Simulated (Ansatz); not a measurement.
Consider the following.

```yaml
crystal:
  lattice:
    - [3.78058, 0.00000, 0.00000]
    - [1.89029, 3.27408, 0.00000]
    - [1.89029, -1.09136, 3.12812]
  atoms:
    - { symbol: Mg, position: [0.00000, 0.00000, 0.00000] }
    - { symbol: Se, position: [0.00000, 0.50000, 0.50000] }
```

No spin polarisation.

All numbers come from LDA (Ansatz, a first-principles code, PAW, no SOC). k-mesh 11×11×11 (Γ-centred); smearing 0.05 eV (Fermi–Dirac).

**Question.** Predict the band gap and gap character.

**Answer.** 
- Band gap: 1.69 eV
- Gap character: indirect, Γ → F

The cells carry an imposed strain or load. No phonon test of stability was made. The cell was made from MgSe in the rock salt structure (space group Fm-3m, No. 225) by this change: biaxial strain −0.83 %, plane normal [111], relaxed out of plane.
